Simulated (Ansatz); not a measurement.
We look at the reaction energy. Reaction: SiO2 (quartz) + Ti (hcp) → TiO2 (rutile) + Si (diamond). Negative: the products are lower in energy.

TiO2 (rutile, P4₂/mnm), 6 atoms in the cell; spin state with PBE: run without spin, k-point mesh 12×8×8 on the run's own vectors.
```
CELL_PARAMETERS angstrom
      0.00000     0.00000     2.96385
      4.64333     0.00000     0.00000
      0.00000     4.64333     0.00000
ATOMIC_POSITIONS crystal
  Ti 0.00000 0.50000 0.50000
  Ti 0.50000 0.00000 0.00000
  O  0.50000 0.69487 0.69487
  O  0.50000 0.30513 0.30513
  O  0.00000 0.80513 0.19487
  O  0.00000 0.19487 0.80513
```

Si (diamond, Fd-3m), 2 atoms in the cell, k-point mesh 10×10×10 on the run's own vectors. Conventional cell: a = 5.4700 Å, b = 5.4700 Å, c = 5.4700 Å, α = 90.00°, β = 90.00°, γ = 90.00°.

SiO2 (quartz, P3₁21), 9 atoms in the cell, k-point mesh 12×12×6 on the run's own vectors.
```cif
data_O6Si3
_chemical_formula_sum 'Si3 O6'
_space_group_name_H-M_alt 'P3121'
_space_group_IT_number 152
_space_group_name_Hall 'P 31 2"'
_cell_length_a 5.02025
_cell_length_b 5.02025
_cell_length_c 5.50958
_cell_angle_alpha 90.000
_cell_angle_beta 90.000
_cell_angle_gamma 120.000
loop_
_atom_site_label
_atom_site_type_symbol
_atom_site_symmetry_multiplicity
_atom_site_Wyckoff_symbol
_atom_site_fract_x
_atom_site_fract_y
_atom_site_fract_z
_atom_site_occupancy
Si1 Si 3 a 0.52349 0.52349 0.00000 1
O1 O 6 c 0.41447 0.25576 0.20540 1
```

Ti (hcp, P6₃/mmc), 2 atoms in the cell; spin state with PBE: run without spin, k-point mesh 24×24×14 on the run's own vectors. Conventional cell: a = b = 2.939 Å, c = 4.655 Å, α = β = 90.00°, γ = 120.00°.

Computed with Ansatz (plane waves, PAW), its default PAW set, cutoff 420 eV, 500 eV for r2SCAN. The structures are at rest with PBE; other levels are single points on them, but for the rows marked own geometry. HSE06 runs on coarser k-point meshes, mended by the PBE difference between the two meshes. Some cells are metallic or hold partly filled levels, where a hybrid on a coarse mesh is less sure. Neutral cells; Fermi-Dirac smearing of at most 0.10 eV in the solids, energies taken to zero width. The lattices are those relaxed with PBE, so at other levels the solids can be strained, which adds to the spread. A dispersion term (D3(BJ), or D4 for r2SCAN) was computed beside these levels and is taken off wherever the name lacks it. Nuclei at rest; no vibrational terms. Cells are local rest points, mostly with their start's symmetry.

Question: Estimate the value that r2SCAN+D4 returns for this input.

Answer: -0.99 eV, for SiO2 (quartz) + Ti (hcp) → TiO2 (rutile) + Si (diamond).

Question: What do the other levels give, and how wide is the spread?

Answer: 
```
Method                 value (eV)  less r2SCAN+D4
---------------------  ----------  --------------
PBE+D3(BJ)                  -0.76            0.23
HSE06                       -0.80            0.19
HSE06+D3(BJ)                -0.77            0.22
r2SCAN (own geometry)       -0.89            0.10
```

The levels span 0.23 eV, from r2SCAN+D4 (-0.99) to PBE+D3(BJ) (-0.76).

Ansatz is an electronic-structure program.
